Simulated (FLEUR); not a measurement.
FLEUR run on Al (Fm-3m, 1 atom in the cell): self-consistent single point.

Level of theory: PBE, all-electron FLAPW (FLEUR), scalar-relativistic valence run with FLEUR.

The change in words: lattice scaled by 0.98. Reference geometry:
```xyz
1
Lattice="0.0000 2.0152 2.0152 2.0152 0.0000 2.0152 2.0152 2.0152 0.0000" Properties=species:S:1:pos:R:3 pbc="T T T"
Al     0.0000     0.0000     0.0000
```

Reference input (self-consistent single point, DFT, PBE, all-electron FLAPW (FLEUR), scalar-relativistic valence): Kmax = 4 1/bohr; GmaxXC = 16 1/bohr; xcFunctional = pbe; jspins = 1; l_soc = F; mode = hist; fermiSmearingEnergy = 0.00367493 Htr; mesh (inpgen div1-3) = 10 10 10; inpgen gamma flag = true; Gmax = 16 1/bohr; numbands = 0; maxIterBroyd = 99. This run's input differs from it in these lines:

```diff
@@ -3,5 +3,5 @@
 &input film=f /
--0.0000000000 2.0152240000 2.0152240000
-2.0152240000 -0.0000000000 2.0152240000
-2.0152240000 2.0152240000 -0.0000000000
+0.0000000000 1.9749200000 1.9749200000
+1.9749200000 -0.0000000000 1.9749200000
+1.9749200000 1.9749200000 0.0000000000
 1.8897261246
@@ -42,5 +42,5 @@
          <bravaisMatrix>
-            <row-1>    0.0000000000000000     3.8082214397209100     3.8082214397209100</row-1>
-            <row-2>    3.8082214397209100     0.0000000000000000     3.8082214397209100</row-2>
-            <row-3>    3.8082214397209100     3.8082214397209100     0.0000000000000000</row-3>
+            <row-1>    0.0000000000000000     3.7320579179950317     3.7320579179950317</row-1>
+            <row-2>    3.7320579179950317     0.0000000000000000     3.7320579179950317</row-2>
+            <row-3>    3.7320579179950317     3.7320579179950317     0.0000000000000000</row-3>
          </bravaisMatrix>
```

Output (repeated stretches shortened):

```
 Iteration:     1   Distance:       4.08490264 me/bohr^3
 Iteration:     2   Distance:       3.86649576 me/bohr^3
 Iteration:     3   Distance:       1.13357740 me/bohr^3
 Iteration:     4   Distance:       0.20686835 me/bohr^3
 Iteration:     5   Distance:       0.10818442 me/bohr^3
 Iteration:     6   Distance:       0.00631068 me/bohr^3
 Iteration:     7   Distance:       0.00583400 me/bohr^3
 Iteration:     8   Distance:       0.00015842 me/bohr^3
 Iteration:     9   Distance:       0.00007365 me/bohr^3
 Iteration:    10   Distance:       0.00000314 me/bohr^3
 Run finished successfully
 Stop message:
   Structural relaxation: Done

[file out, last iteration]
             iter=     11
[...]
          total density-effective poten   -3.7237544384E+02
          total charge density-energy d   -1.8658389724E+01
 Updated energy parameters for spin:           1
[...]
 fermi energy and band-weighting factors:

[...]
FERMIE:
          first approx. to ef    (T=0)  :   0.316428 htr   (energy of the highest occ. eigenvalue)
          number of occ. states  (T=0)  :         69
          first approx. to seigv (T=0)  :   0.440155 htr
          sum of weights of occ. states :   1.507000
          sum of semicore charge        :   0.000000 e
FERHIS:  Fermi-Energy by histogram:
          bandgap                     :   0.004532 htr
   [... lines left out ...]
          charge neutrality (T=0)     :   0.014000    (zero if the highest occ. eigenvalue is "entirely" occupied)
     EF_NEWTON:  Adjust Fermi-Energy by Newton-Method.
 Direct bandgap for spin            1 :    2.5513754442112901E-002  Htr
   [... lines left out ...]
 ---->    (input%tkb*entropy) TS=              0.0006739424 htr
 ---->    free energy=                      -242.8213004646 htr
      extrapolation for T->0
 ---->    total electron energy=            -242.8209634934 htr
 ***** TOTAL FORCES ON ATOMS *****
 TOTAL FORCE FOR ATOM TYPE=  1  X=  0.000   Y=  0.000   Z=  0.000
                       FX_TOT= 0.000000 FY_TOT= 0.000000 FZ_TOT= 0.000000
 Structural relaxation: Done
```

The run converged in 10 iterations. FLEUR gives forces in its relaxation mode, with a further iteration, so its stop message speaks of a relaxation. Against the reference run the free energy goes up by 19.0 meV/atom.

The starting cell comes from a database of computed structures (which also holds hypothetical and non-ambient phases and stackings), without a prior relaxation at this level. Its lattice was rescaled by a random factor within 2.5 % of one. For this run, on top of that: lattice scaled by 0.98. Values depend on the basis (sphere radii, cutoffs, local orbitals), which need not be converged. The log's line on a gap gives a spacing of levels on this mesh, which the program prints for metals too.
